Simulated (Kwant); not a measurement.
Kwant, Hückel tight-binding model, one pz orbital an atom, one spin, coherent transport at 0 K. Conductance is in e²/h.

Device: π system c1ccc2c(c1)sc1ccccc12 between two chain leads. The π system is taken as planar. Atoms are numbered from 0 in the order of the SMILES. Site energies (eV, carbon 0): [0.0, 0.0, 0.0, 0.0, 0.0, 0.0, -2.97, 0.0, 0.0, 0.0, 0.0, 0.0, 0.0]. Bonds (i, j, β in eV): (0,1,-2.7) (1,2,-2.7) (2,3,-2.7) (3,4,-2.7) (4,5,-2.7) (4,6,-1.89) (6,7,-1.89) (7,8,-2.7) (8,9,-2.7) (9,10,-2.7) (10,11,-2.7) (11,12,-2.7) (5,0,-2.7) (12,7,-2.7) (12,3,-2.7). Leads: chains of hopping −4.1 eV, joined by −1.4 eV to atoms 2 and 8.

Site energies and bond integrals are typed Hückel values.

Sweep values stay those of the base run.

One input was changed, with this effect: transmission at E = 0 0.00026 → 0.0065.

### Question
Which change was it?
A. contacts moved from atoms [2, 8] to [5, 8]
B. contacts moved from atoms [2, 8] to [1, 11]
C. contacts moved from atoms [2, 8] to [2, 11]
D. contacts moved from atoms [2, 8] to [0, 10]
E. contacts moved from atoms [2, 8] to [1, 10]
F. contacts moved from atoms [2, 8] to [1, 8]

### Answer
C, contacts moved from atoms [2, 8] to [2, 11]
